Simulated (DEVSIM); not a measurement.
System: Al/HfO2/p-In0.53Ga0.47As capacitor, at 400 K.

Layer 1 from the left is HfO2, thickness (nm) 2.80. Layer 2 from the left is In0.53Ga0.47As, thickness (nm) 7300, Na (cm⁻³) 6.1e15.

Metal gate on the left, work function 4.1 eV. Fixed charge at the semiconductor interface 0 cm⁻² (in units of +e); interface traps 4.6e11 cm⁻² eV⁻¹, uniform in energy, neutral level at 0.3 of the gap above the valence band.

Constants are typed, rounded textbook-type inputs, not results; the design itself was drawn at random and stands for no fabricated device. Values at 300 K; Nc and Nv go as T^1.5, mobilities as T to minus their exponent, the gap by Varshni's rule with the affinity fixed.

HfO2: gap (eV) 5.7, affinity (eV) 2.5, permittivity 22. In0.53Ga0.47As: gap (eV) 0.74, affinity (eV) 4.51, permittivity 13.9, Nc (cm⁻³) 2.1e17, Nv (cm⁻³) 7.7e18, Varshni α (eV/K) 0.00035, Varshni β (K) 190.

Simulated with DEVSIM: 1D Poisson equation in equilibrium, Boltzmann statistics, complete ionisation; no quantum confinement or tunnelling. Metal contacts follow the ideal Schottky-Mott rule: no Fermi-level pinning, no interface dipoles.

Task: What does the simulation give for the threshold voltage (band bending 2φF), the minimum of the low-frequency capacitance, the flat-band voltage?

Result: threshold voltage (band bending 2φF) -0.54 V; minimum of the low-frequency capacitance 0.132 μF/cm²; flat-band voltage -0.86 V.
